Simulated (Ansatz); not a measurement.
Cl on the 1x1 (0001) surface of hcp Co, ferromagnetic, one in a 2x2 cell: adsorption energies (eV for each) against ½ Cl2(g) in Ansatz (plane waves, PAW). Structures relaxed with PBE; the other functionals are single points on them, with slab and gas at the same level. No dispersion, zero-point or thermal terms. Rows are starts at which the adsorbate stayed.

Model: 17-atom slab, 6.0 Å thick at the start under the adsorbate (thin: gaps and levels are the slab's own), 7x7x1 mesh, Fermi-Dirac 0.1 eV, dipole correction, 8 atoms held, the rest relaxed; each run with such symmetry as its start has; spin-polarised, no spin-orbit, no U, no dispersion correction.

| site | PBE | RPBE |
|---|---|---|
| top Co | -1.62 | … |
| hollow Co-Co-Co | -2.15 | … |
| hollow Co-Co-Co over Co at depth 2.0 Å | -2.15 | … |
| bridge Co-Co (span 2.5 Å) | -2.02 | … |

Task: Fill in the missing entries.

Result: 
- top Co, RPBE: -1.45
- hollow Co-Co-Co, RPBE: -1.87
- hollow Co-Co-Co over Co at depth 2.0 Å, RPBE: -1.89
- bridge Co-Co (span 2.5 Å), RPBE: -1.78

RPBE moves the energies by 0.24 eV on average against PBE and the two lowest sites lie within 0.02 eV at one of the levels.

Ansatz is an electronic-structure program.
